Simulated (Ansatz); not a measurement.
## Quick settings and what they miss: ZrCu3 (P6_3/mmc, 8 atoms in the cell)

Self-consistent single point.

```yaml
crystal:
  lattice:
    - [5.67849, 0.00000, 0.00000]
    - [-2.83925, 4.91772, 0.00000]
    - [0.00000, 0.00000, 4.26060]
  atoms:
    - { symbol: Zr, position: [0.66667, 0.33333, 0.25000] }
    - { symbol: Zr, position: [0.33333, 0.66667, 0.75000] }
    - { symbol: Cu, position: [0.30255, 0.15127, 0.75000] }
    - { symbol: Cu, position: [0.69745, 0.84872, 0.25000] }
    - { symbol: Cu, position: [0.15127, 0.30255, 0.25000] }
    - { symbol: Cu, position: [0.84872, 0.69745, 0.75000] }
    - { symbol: Cu, position: [0.84872, 0.15127, 0.75000] }
    - { symbol: Cu, position: [0.15127, 0.84872, 0.25000] }
```

Computed with LDA (PW92), PAW files made with PBE (plane waves; Ansatz, a first-principles code).

Base settings: basis.ecutwfc = 30.9 Ry; kpoints.mp_grid.grid = 8 8 9; hamiltonian.xc = lda; hamiltonian.pseudopotentials = {kind: paw} (the program's default PAW files); scf.occupations.method = fermi_dirac; scf.occupations.width = 0.0073 Ry.

Tight run (finer mesh or higher cutoff; not a proven limit): basis.ecutwfc: 30.9 Ry → 43.4 Ry; kpoints.mp_grid.grid: 8 8 9 → 11 11 13; scf.convergence.dr2_threshold: default (1e-07 eV) → 1e-09 eV. It gave Fermi level (on the code's own zero) 14.85 eV; pressure -10.74 GPa; largest force (vector length) 0.191 eV/Å.

Quick runs, as changes from the base:
- A: the base itself
- B: basis.ecutwfc: 30.9 Ry → 24.6 Ry; kpoints.mp_grid.grid: 8 8 9 → 6 6 6; scf.convergence.dr2_threshold: default (1e-07 eV) → 0.0001 eV
- C: basis.ecutwfc: 30.9 Ry → 15.4 Ry; kpoints.mp_grid.grid: 8 8 9 → 2 2 2; hamiltonian.xc: lda → pbesol [PBEsol]
- D: kpoints.mp_grid.grid: 8 8 9 → 4 4 4; scf.occupations.width: 0.0073 Ry → 0.01 Ry; scf.convergence.dr2_threshold: default (1e-07 eV) → 0.0001 eV
- E: basis.ecutwfc: 30.9 Ry → 18.4 Ry; kpoints.mp_grid.grid: 8 8 9 → 3 3 3; hamiltonian.xc: lda → pbesol [PBEsol]

Energies are extrapolated to zero smearing width, which holds to low order in the width alone.

Dashes: energy of C, E, another energy zero.

† marks runs with another functional, U, potentials or spin treatment: their distance from the tight run is not a convergence error alone.

The count of work is k-points × plane waves × bands × iterations; it is no time. 

Pressures in the table are Ansatz's without its Pulay estimate, at a fixed set of plane waves; the tight run's value above holds the estimate.

The starting cell comes from a database of computed structures (which also holds hypothetical and non-ambient phases and stackings), without a prior relaxation at this level. Its lattice was rescaled by a random factor within 2.5 % of one. Spin polarisation is off. In the base run, with a pressure of about -11 GPa the cell is away from its equilibrium volume at this level.

```tsv
run	energy less tight (meV/atom)	pressure less tight (GPa)	largest miss in a force vector (eV/Å)	count of work / tight
A	0.9	-0.04	0.001	0.22
B	22.0	-2.73	0.004	0.081
C†	–	-276.07	0.816	0.0065
D	-0.4	-0.02	0.006	0.048
E†	–	-73.19	0.291	0.012
```

Among the runs at the tight run's level, the energy misses run from 0.4 to 22.0 meV/atom.

Left out of this page: 1 run of the series unsound by tests on forces, stress, charge or solver warnings.

Keys are those of Ansatz 0.2.
